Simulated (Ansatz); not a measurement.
**Sn on the 1x1 (110) surface of bcc V, one in a 2x2 cell, started at the site 'hollow V-V-V'**

Level of theory: PBE (plane waves to 420 eV, PAW; Ansatz, a quantum-chemistry and plane-wave program).

Set-up: 17 atoms, 6.1 Å thick at the start under the adsorbate (thin: gaps and levels are the slab's own); mesh 6x6x1; 0.1 eV smearing; dipole correction on; 8 atoms held, the rest relaxed; held to the start's symmetry, so lower structures may exist; no spin, no spin-orbit, no U, no dispersion correction. At the end it is bonded to 4 V. In PBE it is, or lies within 0.03 eV of, the lowest of the starts that converged.

```json
{
  "adsorption_energy_against_an_atom_of_beta_tin": "-0.80 eV",
  "work_function_of_the_top_face": "4.66 eV",
  "change_of_the_work_function": "-0.069 eV",
  "change_of_the_step_from_the_bottom_to_the_top_vacuum_level_against_the_clean_slab": "-0.053 eV",
  "energy_released_by_relaxation": "0.20 eV",
  "height of the binding atom over the mean of the host atoms within 0.3 Å of the top one": "2.257 Å",
  "nearest_host_atoms_of_the_binding_atom": "V at 2.77 Å, V at 2.77 Å, V at 3.00 Å",
  "largest_move_of_a_host_atom": "0.13 Å",
  "note": "in the relaxation the adsorbate left its starting site by 0.5 Å",
  "cost": "very roughly 12 core-minutes"
}
```

A negative adsorption energy means that the adsorbate is more stable on the surface than in its reference.
